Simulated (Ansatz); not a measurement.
Take SiO$_{2}$ (space group P3_221, No. 154; a = 5.022 Å, c = 5.510 Å) as the base. Axes: x lies along a and z along c of the hexagonal cell.

Computed with PBE (Ansatz, a quantum-chemistry and plane-wave program; PAW; 420 eV plane waves; no spin-orbit coupling).

Base values:

```
Quantity                 Value
-------------  ---------------
Pressure              0.00 GPa
Electron mass   0.51 mₑ (at Γ)
Band gap               5.68 eV
Gap character  indirect, K → Γ
```

It is then changed as follows: uniaxial strain ε_zz = +3.00 %, all other strain components held at zero; the atoms relax in the strained cell.

Q: Estimate the effect on the pressure, electron mass, largest internal atomic displacement, band gap and gap character.

A: The pressure (mean of the normal stresses, compression positive) goes from zero to -0.96 GPa; the electron mass becomes 0.49 mₑ along z, 0.52 mₑ across (at Γ) (base: 0.51 mₑ (at Γ)); the largest internal atomic displacement amounts to 0.102 Å; the band gap drops by 0.11 eV to 5.57 eV; the gap character changes from indirect, K → Γ to indirect, M → Γ.

Effective masses come from finite differences of ±0.01 Å⁻¹. Whether these cells are dynamically stable was not tested.
